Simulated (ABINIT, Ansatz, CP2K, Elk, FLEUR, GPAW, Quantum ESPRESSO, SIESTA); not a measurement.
**TaOs3 (Pm-3m, 4 atoms in the cell) computed with different codes at matched settings**

Self-consistent single point, at a second geometry (lattice scaled by 0.98). First geometry:

```
TaOs3
1.0
    3.91497     0.00000     0.00000
    0.00000     3.91497     0.00000
    0.00000     0.00000     3.91497
Ta Os
1 3
Cartesian
  0.00000   0.00000   0.00000
  0.00000   1.95748   1.95748
  1.95748   0.00000   1.95748
  1.95748   1.95748   0.00000
```

Shared settings, as Ansatz (a program for electronic structure) writes them: kpoints.mp_grid.grid = 7 7 7; scf.occupations.method = fermi_dirac; scf.occupations.width = 0.1 eV. Potentials and cutoffs stand in the table.

| code | model | ΔF from the first geometry (meV/atom) | pressure (GPa) | cutoff |
|---|---|---|---|---|
| GPAW | PBEsol, GPAW PAW datasets PBEsol (made by gpaw-setup) | 19.0 | 15.36 | 550 eV |
| Ansatz | PBEsol, PAW files made with PBE | 26.7 | 16.93 | default |
| Quantum ESPRESSO | PBEsol, PseudoDojo standard norm-conserving (PBESOL) pseudopotentials | 25.3 | 16.69 | 75 Ry |
| CP2K | PBEsol, GPW, DZVP-MOLOPT-SR-GTH basis, GTH-PBE potentials (GTH_POTENTIALS) | 16.4 | 15.13 | grid 500 Ry |
| FLEUR | PBEsol, all-electron FLAPW (FLEUR), scalar-relativistic valence | 31.3 | – | Kmax 4.1 1/bohr |
| Elk | PBEsol, all-electron FP-LAPW, Elk's shipped species files, APW+lo basis with extra local orbitals | 23.9 | – | rgkmax 8 |
| SIESTA | GGA PBEsol, numerical atomic orbitals DZP, PseudoDojo PBEsol standard norm-conserving potentials (rewritten from UPF to PSML) | 37.8 | 20.33 | grid 350 Ry |
| ABINIT | PBEsol, norm-conserving pseudopotentials (PseudoDojo nc-sr-04 PBEsol standard) | 25.3 | 16.68 | 37 Ha |

A dash marks a value that a program does not give, or that is left out as unsure.

On Ansatz's run: spin-orbit coupling is off. Spin polarisation is off.

The spread over the programs that give each value: ΔF from the first geometry within 21.4 meV/atom; pressure within 5.20 GPa.

CP2K and SIESTA use small atom-centred bases, whose incompleteness enters pressures, forces and empty levels differently from a plane-wave cutoff. FLEUR and Elk treat all electrons, but the usual bases taken here (sphere radii, linearisation, local orbitals, empty states) were not tested for convergence, so the values are no reference for the others. Ansatz's pressure is given at a fixed set of plane waves, as the other plane-wave codes print theirs; with its correction for the finite basis it is 17.02 GPa. In the pressure, GPAW (by 1.33), CP2K (by 1.56) and SIESTA (by 3.65) lie more than 1 GPa from the median of the plane-wave programs.

The starting cell comes from a database of computed structures (which also holds hypothetical and non-ambient phases and stackings), without a prior relaxation at this level. For this run, on top of that: lattice scaled by 0.98.

Keys are those of Ansatz 0.2.
